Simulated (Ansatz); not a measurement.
Base system: CdSe in the wurtzite structure (space group P6_3mc, No. 186).

CdSe is modelled in the hexagonal space group P6₃mc (No. 186), the wurtzite structure, Pearson symbol hP4. Lattice parameters: a = b = 4.3828 Å, c = 7.1544 Å, α = β = 90.00°, γ = 120.00°. Cd on 2b is surrounded by 4 Se at 2.682–2.688 Å (tetrahedral). Se on 2b is coordinated by 4 Cd at 2.682–2.688 Å (tetrahedral). (Neighbours: up to the widest gap in distance over summed covalent radii, below 1.35, at either atom; cation-cation and far metal-metal contacts left out.)

Method: PBE in Ansatz (plane waves to 420 eV, PAW, no spin-orbit coupling).

For the base:

The density is 5.34 g/cm³.

Modification: a negative pressure, −1 GPa.

Q: What does the calculation give for the electron mass after the change?

A: The electron mass is 0.053 mₑ (at Γ).

Q: What does the calculation give for the density after the change?

A: The density shrinks by 0.13 g/cm³, from 5.34 g/cm³ to 5.21 g/cm³.

Load acts through the strain it causes; cell and atoms are relaxed under it. Masses are band curvatures over ±0.01 Å⁻¹ around the edge. Stability against distortions was not tested.

Ansatz is a program for electronic structure.
